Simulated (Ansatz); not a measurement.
Consider a (12,0) silicon nanotube.

Levels: PBE (plane waves to 420 eV, PAW; Ansatz, a program for electronic structure); r2SCAN (plane waves to 500 eV, PAW; Ansatz). Unmarked values and the geometry are of the first. Mesh 1×1×12. No spin polarisation. One-dimensional cell, images about 11 Å apart. A hypothetical model, rolled from the flat sheet. Symmetry and one short period hold its shape; lower forms weren't sought. Buckling under compression is shut out by symmetry and the short period.

### Question
Predict its relaxed size, energy and electronic structure.

### Answer
| Property | Result |
|---|---|
| period along the axis (48 atoms) | 6.689 Å |
| mean diameter | 14.78 Å |
| radii of the innermost and outermost atoms | 7.14 and 7.64 Å |
| energy over the flat sheet | +21 meV/atom |
| PBE gap | 0.19 eV, direct at Γ |
| electron mass along the axis (PBE) | 0.24 mₑ |
| hole mass along the axis (PBE) | 0.099 mₑ |
| valence and conduction edges under the vacuum level (PBE) | 4.71 and 4.51 eV |
| r2SCAN gap at this geometry | 0.27 eV |
| axial stiffness dF/dε | 269 nN |
